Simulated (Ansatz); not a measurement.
**Tl, response to strain**

Start from Tl in the hcp (Mg type) structure (space group P6_3/mmc, No. 194; relaxed with 0.1 eV smearing).

```
Tl
1.0
    3.47606     0.00000     0.00000
   -1.73803     3.01036     0.00000
    0.00000     0.00000     5.47151
Tl
2
Cartesian
  1.73803   1.00345   4.10364
  0.00000   2.00690   1.36788
```

Cartesian axes are those of the cell as printed.

Strains are applied to the cell and any free atomic positions relax; under biaxial strain the out-of-plane vector relaxes too.

All numbers come from Ansatz (a program for electronic structure), PBEsol, PAW, cutoff 420 eV, no SOC.

Candidates:
(a) biaxial strain +1.50 %, plane normal [001], relaxed out of plane
(b) biaxial strain −3.00 %, plane normal [001], relaxed out of plane
(c) biaxial strain −1.00 %, plane normal [001], relaxed out of plane
(d) biaxial strain −0.50 %, plane normal [001], relaxed out of plane

Order them by out-of-plane strain, highest first.

(b) biaxial strain −3.00 %, plane normal [001], relaxed out of plane (+3.49 %), (c) biaxial strain −1.00 %, plane normal [001], relaxed out of plane (+1.16 %), (d) biaxial strain −0.50 %, plane normal [001], relaxed out of plane (+0.56 %), (a) biaxial strain +1.50 %, plane normal [001], relaxed out of plane (-1.32 %)

Stability against distortions was not tested.
